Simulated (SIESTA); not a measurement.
Worked example: self-consistent single point of GeBr2 (P4_2/mnm, 6 atoms in the cell) in SIESTA.

Method: GGA PBEsol, numerical atomic orbitals DZP, PseudoDojo PBEsol standard norm-conserving potentials (rewritten from UPF to PSML) (SIESTA).

```
CELL_PARAMETERS angstrom
      6.72251     0.00000     0.00000
      0.00000     6.72251     0.00000
      0.00000     0.00000     4.11543
ATOMIC_POSITIONS crystal
  Ge 0.00000 0.00000 0.00000
  Ge 0.50000 0.50000 0.50000
  Br 0.29761 0.29761 0.00000
  Br 0.70239 0.70239 0.00000
  Br 0.20239 0.79761 0.50000
  Br 0.79761 0.20239 0.50000
```

Reference input (self-consistent single point, DFT, GGA PBEsol, numerical atomic orbitals DZP, PseudoDojo PBEsol standard norm-conserving potentials (rewritten from UPF to PSML)): XC.functional = GGA; XC.authors = PBEsol; potentials = PseudoDojo PBEsol standard; PAO.BasisSize = DZP; PAO.EnergyShift = 0.01 Ry; MeshCutoff = 350 Ry; kgrid.MonkhorstPack = 3 3 5; OccupationFunction = FD; ElectronicTemperature = 10 K; MaxSCFIterations = 150; SCF.Mixer.Method = Pulay; SCF.Mixer.Weight = 0.1. This run's input differs from it in these lines:

```diff
@@ -30,2 +30,3 @@
 PAO.EnergyShift              0.01 Ry
+PAO.SplitNorm                0.3
 MeshCutoff                   350 Ry
```

Output (repeated stretches shortened):

```
        iscf     Eharris(eV)        E_KS(eV)     FreeEng(eV)     dDmax    Ef(eV) dHmax(eV)
   scf:    1    -6570.650289    -6563.169005    -6563.169005  0.399268 -3.587698  4.620627
   scf:    2    -6563.536710    -6563.358036    -6563.358036  0.013397 -3.981993  3.871834
   scf:    3    -6563.786338    -6563.704864    -6563.704864  0.070973 -3.306335  0.587116
   scf:    4    -6563.356351    -6563.613753    -6563.613753  0.039946 -4.353273  1.391028
   scf:    5    -6563.800846    -6563.745795    -6563.745795  0.025293 -3.628333  0.007410
   scf:    6    -6563.745755    -6563.745785    -6563.745785  0.000772 -3.653699  0.034988
   scf:    7    -6563.745820    -6563.745804    -6563.745804  0.000322 -3.643686  0.019054
   scf:    8    -6563.745858    -6563.745841    -6563.745841  0.000387 -3.637965  0.000749
   scf:    9    -6563.745837    -6563.745840    -6563.745840  0.000076 -3.635898  0.004713
   scf:   10    -6563.745842    -6563.745841    -6563.745841  0.000096 -3.637798  0.000035
SCF Convergence by DM+H criterion
max |DM_out - DM_in|         :     0.0000962791
max |H_out - H_in|      (eV) :     0.0000347196
SCF cycle converged after 10 iterations

Using DM_out to compute the final energy and forces

siesta: E_KS(eV) =            -6563.7458

siesta: E_KS - E_eggbox =     -6563.7458

siesta: Atomic forces (eV/Ang):
     1   -0.000000   -0.000000   -0.000000
     2    0.000000    0.000000    0.000000
     3    0.062394    0.062394   -0.000000
     4   -0.062394   -0.062394   -0.000000
     5   -0.062394    0.062394   -0.000000
     6    0.062394   -0.062394   -0.000000
   Tot    0.000000    0.000000    0.000000
   Max    0.062394
   Res    0.041596    sqrt( Sum f_i^2 / 3N )
   Max    0.062394    constrained

   [... lines left out ...]
siesta: FreeEng =     -6563.745841
siesta: Cell volume =        185.985247 Ang**3
siesta:         -23.87315386        -24.33189901  kBar
   [... lines left out ...]
   4  6.883   1.817   0.029   1.681   1.590   1.681   0.008   0.027   0.008
   [... 5 lines left out ...]

mulliken: Qtot =       56.000

Mulliken Atomic Populations:
Atom #   charge [q] valence [e]  Species
     1    -0.233283   14.233283  Ge
     2    -0.233283   14.233283  Ge
     3     0.116641    6.883359  Br
     4     0.116641    6.883359  Br
     5     0.116641    6.883359  Br
     6     0.116641    6.883359  Br
 Total    -0.000000
```

The run converged in 10 iterations. Against the reference run the free energy rises by 50.2 meV/atom, the pressure goes from -2.10 to -2.39 GPa, the largest force goes from 0.064 to 0.088 eV/Å and the gap on the mesh goes from 1.608 to 1.582 eV.

The starting cell comes from a database of computed structures (which also holds hypothetical and non-ambient phases and stackings), without a prior relaxation at this level. Its lattice was rescaled by a random factor within 2.5 % of one. Values carry the incompleteness of an atom-centred basis.

Cost on one core of a shared machine: roughly 30 s.
